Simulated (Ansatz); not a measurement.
Where the default PAW files enter, the runs use the earlier of Ansatz's two default sets.

Tunnelling through a barrier is set by its complex band structure: the current falls as exp(−2κd) with the smallest κ.

Data:

```xyz
2
Lattice="3.7723 0.0000 0.0000 -1.8861 3.2669 0.0000 1.8861 1.0890 3.0801" Properties=species:S:1:pos:R:3 pbc="T T T"
Si     1.8861     3.2669     2.3100
Si     0.0000     0.0000     0.0000
```

Space group of this cell: Fd-3m, diamond. The cell is strained (all lengths scaled by 0.98); by r2SCAN its mean pressure is 6.7 GPa.

Transport runs along the normal of the first two printed cell vectors, the (111) plane of the conventional cell.

No gap correction and no spin-orbit coupling; mid-gap is the computed energy nearest the middle.

Q: Estimate the band gap and the smallest decay constant κ at mid-gap that r2SCAN run with Ansatz (a program for electronic structure) returns for this system.

A: Gap 0.66 eV on a 12×12×12 mesh; κ = 0.087 1/Å, at the zone centre.
